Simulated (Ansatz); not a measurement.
InAs: energy against strain

InAs (zinc blende, F-43m, 28.506 Å³/atom at rest) under an equal strain ε in the (001) plane with the normal axis free, as in a coherent film. r2SCAN in Ansatz, a plane-wave DFT program (PAW, default set), 500 eV, 9×9×9 Γ-centred mesh, Fermi-Dirac smearing 0.05 eV; ions are relaxed within the symmetry of each cell.

Here s stands for strain and y for E less E0.

| strain (%) | E less E0 (meV/atom) |
|---|---|
| -1.50 | 3.20 |
| -1.00 | 1.40 |
| -0.50 | 0.34 |
| 0.00 | 0.00 |
| 0.50 | 0.35 |
| 1.00 | 1.36 |
| 1.50 | 3.01 |
| 3.00 | ? |

Question: Using a parabola, estimate the missing y at s = 3.00 from the other rows, showing the fit.

Answer: Least squares gives y = 0.000 - 0.0457·s + 1.3800·s². Residuals (row less fit): 0.026, -0.026, -0.028, 0.000, 0.028, 0.026, -0.026; standard error 0.033 (degrees of freedom: 4). Twice the quadratic coefficient over the volume, 2 × 1.3800 meV × 10⁴ × 0.1602 / 28.506 Å³, is twice the biaxial elastic modulus of this plane = 155 ± 1.6 GPa. At the withheld row, y = 0.000 - 0.0457 × 3.0 + 1.3800 × 3.0² = 12.283 meV/atom. The calculation gives 11.60 meV/atom, 0.683 meV/atom below the prediction (5.9 % of the range of y in the table). The row lies outside the fitted rows, so this is an extrapolation. From the scatter of the fitted rows alone, a prediction at this place has a standard error of 0.125 meV/atom, so the miss is 5.5 times that.

One order more, fitted to all 13 runs of the series, follows each within 0.01, so the miss is the next term of a smooth law. This level leaves no gap over 0.05 eV at strain 0.50, 1.00, where the mesh may be coarse. Rows are the converged runs of the series near zero and its far end; series whose fitted rows scatter by over a few per cent of the range, as at a crossing or softening among them, aren't shown in this form. Most that stay on the fit to the last digits aren't either.
